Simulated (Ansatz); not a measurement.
Functionals compared on the (100) surface of zinc-blende AlN (a metastable polymorph) in its 1x1 cell (cut with top plane N, bottom plane N), relaxed from an ideal cut (the real face may reconstruct), outermost plane spacing 1.10 Å in the ideal cut (one of several cuts of this face), with 1 N a cell over the bulk's ratio, in Ansatz (plane waves, PAW). The structure was relaxed with PBE; the other rows are single points on it, each with its references at the same level. Cutoff 420 eV (500 eV for r2SCAN).

Set-up: 11 atoms, Al5N6, 11.0 Å thick at the start; mesh 8x8x1; 0.025 eV smearing; dipole correction on; all atoms relaxed; start symmetry kept, larger cells not searched; spin-polarised from one start with parallel moments (other orders not tried), ending with about 3.0 μB a cell, a value that depends on the mesh; orders that need a larger cell were not tried, no spin-orbit, no U. The slab shows no gap on its mesh. These notes are the PBE run's. r2SCAN: The program's check for a lower electronic state was not made.

```tsv
functional	work function of the top face (eV)	ionisation potential (eV)	rough cost of the single point
PBE	6.87	7.77	–
LDA	7.39	8.20	about 80 core-seconds (a rough figure)
PBEsol	6.97	7.85	about 40 core-seconds (a rough figure)
RPBE	6.70	7.63	about 40 core-seconds (a rough figure)
r2SCAN	6.30	7.63	roughly 80 core-seconds
```

Ansatz is a first-principles code.
